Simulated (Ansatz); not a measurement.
**Pressure series in InP**

Consider InP in the zinc blende structure (space group F-43m, No. 216).

```cif
data_In4P4
_chemical_formula_sum 'P4 In4'
_space_group_name_H-M_alt 'F-43m'
_space_group_IT_number 216
_space_group_name_Hall 'F -4 2 3'
_cell_length_a 5.95980
_cell_length_b 5.95980
_cell_length_c 5.95980
_cell_angle_alpha 90.000
_cell_angle_beta 90.000
_cell_angle_gamma 90.000
loop_
_atom_site_label
_atom_site_type_symbol
_atom_site_symmetry_multiplicity
_atom_site_Wyckoff_symbol
_atom_site_fract_x
_atom_site_fract_y
_atom_site_fract_z
_atom_site_occupancy
P1 P 4 c 0.25000 0.25000 0.25000 1
In1 In 4 a 0.00000 0.00000 0.00000 1
```
(The calculation used a cell of 2 atoms; values per cell refer to that cell.)

Cell and atoms are relaxed at each pressure.

All numbers come from PBE (Ansatz, a first-principles code; PAW; 420 eV plane waves; no spin-orbit coupling), earlier PAW set.

| change | band gap | volume per atom | electron mass |
|---|---|---|---|
| base | 0.44 eV | 26.46 Å³ | 0.037 mₑ (at Γ) |
| pressure −2 GPa | 0.24 eV | 27.45 Å³ | – |
| pressure −1 GPa | 0.34 eV | 26.93 Å³ | 0.029 mₑ (at Γ) |
| pressure 0.3 GPa | 0.47 eV | 26.33 Å³ | 0.039 mₑ (at Γ) |
| pressure 0.7 GPa | 0.50 eV | 26.16 Å³ | 0.041 mₑ (at Γ) |
| pressure 1.5 GPa | 0.57 eV | 25.84 Å³ | 0.046 mₑ (at Γ) |
| pressure 3 GPa | 0.69 eV | 25.29 Å³ | 0.054 mₑ (at Γ) |
| pressure 5 GPa | 0.83 eV | 24.64 Å³ | 0.064 mₑ (at Γ) |
| pressure 7.5 GPa | 0.98 eV | 23.95 Å³ | 0.075 mₑ (at Γ) |
| pressure 10 GPa | 1.12 eV | 23.34 Å³ | 0.084 mₑ (at Γ) |

Load acts through the strain it causes; cell and atoms are relaxed under it. Masses are band curvatures over ±0.01 Å⁻¹ around the edge. Stability against distortions was not tested. Measured, InP leaves this structure (for rock salt) near 9.8 GPa (temperature not stated; as listed in Datta, Sujoy, Jana, Debnarayan, arXiv (2020)). A zero or small gap of InP under pressure −2 GPa can be the functional's error rather than a property of the material.
